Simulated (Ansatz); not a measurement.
The reference is Nb$_{4}$GaSe$_{8}$ (space group F-43m, No. 216; a = 10.365 Å).

Level of theory: PBEsol (Ansatz, a program for electronic structure, PAW, spin-orbit coupling left out).

Base values:

| Item | Value |
|---|---|
| Lattice parameter a | 10.365 Å |

Modification: cell and atoms relaxed at a pressure of 5 GPa.

Q: Predict the new lattice parameter a.

A: The lattice parameter a shrinks by 0.190 Å, from 10.365 Å to 10.175 Å.

Load acts through the strain it causes; cell and atoms are relaxed under it. Whether these cells are dynamically stable was not tested. No other phases were tried under pressure. The final runs are not spin-polarised. An odd electron count without spin: Nb4GaSe8.
